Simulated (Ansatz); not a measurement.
Relaxation of the outer planes of the (111) surface of fcc Pb in its 1x1 cell, outermost plane spacing 2.91 Å in the ideal cut.

All values below come from PBE (plane waves to 420 eV, PAW; Ansatz, a first-principles code).

Model: 9-atom slab, 23.3 Å thick at the start, 12x12x1 mesh, Fermi-Dirac 0.1 eV, dipole correction, all atoms relaxed; symmetry of the start imposed; no spin, no spin-orbit, no U.

| plane | atoms | bulk spacing to the next (Å) | relaxed spacing (Å) | change (%) | rumpling (Å) |
|---|---|---|---|---|---|
| 1 | Pb | 2.909 | 2.739 | -5.9 | 0.00 |
| 2 | Pb | 2.909 | 2.941 | 1.1 | 0.00 |
